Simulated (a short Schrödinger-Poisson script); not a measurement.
Stack: symmetric double-gate stack, Si3N4 on p-type Ge(100), at 300 K.

| layer | material | thickness (nm) | Na (cm⁻³) |
|---|---|---|---|
| 1 | Si3N4 | 3.5 | - |
| 2 | Ge | 20 | 2e18 |
| 3 | Si3N4 | 3.5 | - |

The device is made up for the run: typed textbook-type constants, with dimensions and the other settings drawn at random. Si3N4: permittivity 7.5, conduction-band edge (eV) 1.9, gap (eV) 5.1, electron mass (mₑ) 0.5. Ge: permittivity 16, conduction-band edge (eV) 0, gap (eV) 0.664, Nv at 300 K (cm⁻³) 6e18.

Channel valleys (confinement mass, in-plane density-of-states mass, number): L4 0.12, 0.295, 4. At the gates, both at one voltage, the conduction-band edge of layer 1 lies 2.21 eV − eVg above the Fermi level of the channel. Gaps are held at their typed values at every temperature. Mesh 0.03 nm at interfaces.

From a short Schrödinger-Poisson script (our own, NumPy): 1D Poisson equation in equilibrium, electrons quantum, Hartree (BenDaniel-Duke, 12 states a valley, the channel's in-plane mass for all, wave functions free to enter the dielectric), parabolic valleys, classical holes, full ionisation, no traps, pinning or gate leakage.

The same stack at other levels of the model or other numerical settings:

```tsv
run	sheet density of all electrons at Vg = 1 V (cm⁻²)	sheet density of all electrons at Vg = 0.4 V (cm⁻²)	capacitance of both gates at Vg = 1 V (μF/cm²)	gate voltage at 1e11 electrons/cm² (V)	rough cost against the base
base	8.56e12	3.39e10	2.96	0.43	about 1
electrons treated as classical, Boltzmann	1.09e13	1.07e11	3.47	0.40	0.04
electrons treated as classical, Fermi-Dirac	1.03e13	1.07e11	3.22	0.40	0.2
mesh six times as coarse	8.51e12	3.30e10	2.94	0.43	0.3
```

The classical rows ignore confinement, and Boltzmann statistics overrate the density once the band edge passes the Fermi level.

Only the L valleys are kept; under strong confinement the Δ valleys of Ge fill too.
